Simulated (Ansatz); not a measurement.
Where the default PAW files enter, the runs use the earlier of Ansatz's two default sets.

```
LiTaO3
1.0
    5.13396     0.00000     0.00000
    2.56698     4.83802     0.00000
    2.56698    -1.36200     4.23239
Li Ta O
2 2 6
Direct
  0.43356   0.84966   0.28322
  0.43356   0.34966   0.78322
  0.00109   0.99837   0.99946
  0.00109   0.49837   0.49946
  0.51896   0.70551   0.61431
  0.16122   0.70551   0.22447
  0.90880   0.70551   0.86673
  0.16122   0.20551   0.11431
  0.90880   0.20551   0.72447
  0.51896   0.20551   0.36673
```

Space group of this cell: R3c. The cell is taken as given; by PBEsol its mean pressure is -1.4 GPa.

The current runs along the normal of the first two printed vectors, the (101) plane. All runs by Ansatz (a first-principles code), plane waves and PAW, without spin-orbit coupling; the base is PBEsol.

| run | mean pressure (GPa) | gap (eV) | mid-gap κ (1/Å) |
|---|---|---|---|
| base | -1.4 | 3.84 | 0.391 |
| all lengths scaled by 0.98 | 14.4 | 4.10 | 0.402 |
| all lengths scaled by 1.02 | -13.3 | 3.58 | 0.381 |
| lda in place of pbesol | -6.8 | 3.78 | 0.389 |
| lengths across the current scaled by 0.98, ions clamped | 8.6 | ___ | ___ |
| lengths across the current scaled by 1.02, ions clamped | -9.6 | 3.64 | 0.388 |
| lengths along the current scaled by 0.97, ions clamped | 6.3 | ___ | ___ |
| lengths along the current scaled by 1.03, ions clamped | -7.7 | ___ | ___ |

Problem. What belongs in the gaps?

Solution. 
- lengths across the current scaled by 0.98, ions clamped, gap (eV): 4.01
- lengths across the current scaled by 0.98, ions clamped, mid-gap κ (1/Å): 0.395
- lengths along the current scaled by 0.97, ions clamped, gap (eV): 3.92
- lengths along the current scaled by 0.97, ions clamped, mid-gap κ (1/Å): 0.403
- lengths along the current scaled by 1.03, ions clamped, gap (eV): 3.70
- lengths along the current scaled by 1.03, ions clamped, mid-gap κ (1/Å): 0.380
